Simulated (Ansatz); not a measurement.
The parent structure is AlRu in the CsCl type structure (space group Pm-3m, No. 221; relaxed with 0.1 eV smearing).

```
CELL_PARAMETERS angstrom
      2.95452     0.00000     0.00000
      0.00000     2.95452     0.00000
      0.00000     0.00000     2.95452
ATOMIC_POSITIONS crystal
  Al 0.50000 0.50000 0.50000
  Ru 0.00000 0.00000 0.00000
```

Cartesian axes are those of the cell as printed.

The values are results of DFT with LDA, PAW potentials and a 420 eV plane-wave cutoff in Ansatz (an electronic-structure program), no SOC, not measurements.

Base values:

The pressure is 0.0 GPa.

It is then changed as follows: biaxial strain +1.00 %, plane normal [001], relaxed out of plane (Cartesian); in-plane vectors clamped, the third vector and the atoms free.

Task: What does the calculation give for the pressure after the change?

Result: The pressure (mean of the normal stresses, compression positive) goes from zero to -2.4 GPa.

Task: What does the calculation give for the energy relative to the base after the change?

Result: The energy grows by 2.9 meV/atom.

Task: How does this affect the out-of-plane strain?

Result: The out-of-plane strain comes out as -0.92 %.

No phonon test of stability was made. All final runs are without spin polarisation.
